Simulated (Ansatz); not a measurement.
Given:

```xyz
4
Lattice="3.0806 0.0000 0.0000 -1.5403 2.6678 0.0000 0.0000 0.0000 5.0555" Properties=species:S:1:pos:R:3 pbc="T T T"
Si     1.5403     0.8893     0.0026
Si     0.0000     1.7786     2.5303
C      1.5403     0.8893     3.1581
C      0.0000     1.7786     0.6304
```

No spin polarisation.

Level of theory: plane-wave PAW DFT at the PBEsol level (Ansatz, a program for electronic structure, 420 eV), no spin-orbit coupling. k-mesh 12×12×7 (Γ-centred); smearing 0.05 eV (Fermi–Dirac).

Task: Predict the width of the top valence band and band gap.

Result: 
```json
{
  "width_of_the_top_valence_band": "3.92 eV",
  "band_gap": "2.13 eV"
}
```

Load acts through the strain it causes; cell and atoms are relaxed under it. No phonon test of stability was made. The cell was made from SiC in the wurtzite structure (space group P6_3mc, No. 186) by this change: pressure −1 GPa.
